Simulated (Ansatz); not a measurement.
Ansatz (a program for electronic structure) run on CdIn (P1, 2 atoms in the cell): self-consistent single point.

Level of theory: PBEsol, PAW files made with PBE (plane waves; Ansatz).

The change in words: lattice scaled by 0.98. Reference geometry:
```
CELL_PARAMETERS angstrom
      3.14011     0.00000     0.00000
     -1.57005     2.71942     0.00000
      0.00000     0.00000     5.77185
ATOMIC_POSITIONS crystal
  Cd 0.01603 0.01812 0.49114
  In 0.65064 0.31521 0.00886
```

Reference input (self-consistent single point, DFT, PBEsol, plane waves, PAW files made with PBE): kpoints.mp_grid.grid = 8 8 4; hamiltonian.xc = pbesol; hamiltonian.pseudopotentials = {kind: paw} (an earlier, softer set of the program's PAW files); scf.occupations.method = fermi_dirac; scf.occupations.width = 0.05 eV. This run's input differs from it in these lines:

```diff
@@ -2,5 +2,5 @@
   lattice:
-    - [3.14011000, 0.00000000, 0.00000000]
-    - [-1.57005500, 2.71941500, 0.00000000]
-    - [0.00000000, 0.00000000, 5.77185000]
+    - [3.07730800, 0.00000000, 0.00000000]
+    - [-1.53865400, 2.66502700, 0.00000000]
+    - [0.00000000, 0.00000000, 5.65641300]
   atoms:
```

Log, with long lists cut:

```
SCF iter   1: F=—  HF=-13709.608313 eV  |F-HF|=—  |Δ(HF+E_count)|=         —  Δρ=2.52e-2  dr2=4.55e-1  ethr=3.10e-3  ⟨swp⟩=5.4  Hψ=11963  notcnv=0
all-band conjugate gradients solve this SCF's bands
preconditioner: auto → Kerker (q_TF=auto, 2.578 Å⁻¹)
SCF iter   2: F=—  HF=-13709.505707 eV  |F-HF|=—  |Δ(HF+E_count)|=   1.03e-1  Δρ=1.34e-2  dr2=1.45e-1  ethr=1.38e-3  ⟨swp⟩=2.1  Hψ=4539  notcnv=0  defer=21
   [... lines left out ...]
SCF iter   5: F=—  HF=-13709.465636 eV  |F-HF|=—  |Δ(HF+E_count)|=   1.36e-4  Δρ=4.13e-4  dr2=1.71e-4  ethr=3.39e-6  ⟨swp⟩=2.4  Hψ=4811  notcnv=0  defer=26
SCF iter   6: F=—  HF=-13709.465597 eV  |F-HF|=—  |Δ(HF+E_count)|=   3.86e-5  Δρ=1.39e-4  dr2=1.93e-5  ethr=5.18e-7  ⟨swp⟩=2.8  Hψ=4542  notcnv=0  defer=26
SCF iter   7: F=—  HF=-13709.465591 eV  |F-HF|=—  |Δ(HF+E_count)|=   6.01e-6  Δρ=2.62e-5  dr2=3.55e-7  ethr=5.84e-8  ⟨swp⟩=1.8  Hψ=2908  notcnv=0  defer=26
SCF iter   8: F=-13709.465592 eV  HF=-13709.465592 eV  |F-HF|=2.76e-9  |Δ(HF+E_count)|=   8.01e-8  Δρ=5.05e-6  dr2=1.01e-8  ethr=3.03e-10  ⟨swp⟩=6.1  Hψ=11513  notcnv=0
SCF 1 converged in 8 iterations: F = -13709.465592 eV  dr2 = 1.01e-8
Free energy (F): -13709.465592 eV
Internal energy: -13709.455363 eV  (E = F + TS)
E sigma→0 (E₀):  -13709.460477 eV
Entropy (-TS):   -0.010229 eV (-5.114 meV/atom)
Fermi energy:    12.755134 eV
--- Forces (eV/Å), atoms counted from 1 ---
  atom   1  Cd    -0.00350226    -0.00260904     0.21082108
  atom   2  In     0.00350209     0.00260871    -0.21081926
--- Stress (GPa, compression-positive) ---
        1.286666      -0.094753      -0.033270
       -0.094753       1.798939      -0.055305
       -0.033270      -0.055305       1.243957
  P = ⅓ Tr σ = 1.4432 GPa (14.432 kbar)
  The stress holds the Pulay correction. Without it, at fixed plane waves, as pw.x and ABINIT print it: P = 1.4211 GPa
```

The run converged in 8 iterations. Against the reference run the free energy is nearly the same (within 1 meV/atom), the pressure goes from -1.29 to 1.44 GPa and the largest force goes from 0.154 to 0.211 eV/Å.

The starting cell comes from a database of computed structures (which also holds hypothetical and non-ambient phases and stackings), without a prior relaxation at this level. Its atoms were displaced at random from the sites of space group no. 187. For this run, on top of that: lattice scaled by 0.98. Ansatz's pressure includes its estimate of the finite-basis (Pulay) stress.

Keys are those of Ansatz 0.2.
